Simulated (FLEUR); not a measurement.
Band structure of Fe (Im-3m, 1 atom in the cell).

```yaml
crystal:
  lattice:
    - [-1.43500, 1.43500, 1.43500]
    - [1.43500, -1.43500, 1.43500]
    - [1.43500, 1.43500, -1.43500]
  atoms:
    - { symbol: Fe, position: [0.00000, 0.00000, 0.00000], spin: 2.5 }
```
(The spins are starting values, not results.)

Level of theory: PBE, all-electron FLAPW (FLEUR), scalar-relativistic valence run with FLEUR.

Settings: Kmax = 3.7 1/bohr; GmaxXC = 14.8 1/bohr; xcFunctional = pbe; jspins = 2; l_soc = F; mode = hist; fermiSmearingEnergy = 0.00367493 Htr; mesh (inpgen div1-3) = 11 11 11; inpgen gamma flag = false; Gmax = 14.8 1/bohr; numbands = 0; maxIterBroyd = 15; imix = Anderson; alpha = 0.05.

The starting cell has typed, rounded lattice constants, without a prior relaxation at this level. Values depend on the basis (sphere radii, cutoffs, local orbitals), which need not be converged.

Levels in eV from the Fermi level, bands 6 to 12 of the first spin channel:
```json
[
 {"point": "Γ", "6": "-2.24", "7": "-2.24", "8": "-2.24", "9": "-1.10", "10": "-1.10", "11": "24.12", "12": "24.12"},
 {"point": "H", "6": "-4.61", "7": "0.07", "8": "0.07", "9": "0.07", "10": "9.60", "11": "9.60", "12": "9.60"},
 {"point": "N", "6": "-3.24", "7": "-1.03", "8": "-0.89", "9": "0.34", "10": "0.53", "11": "7.09", "12": "17.80"},
 {"point": "P", "6": "-3.11", "7": "-3.11", "8": "-0.88", "9": "-0.88", "10": "8.48", "11": "8.48", "12": "8.48"}
]
```
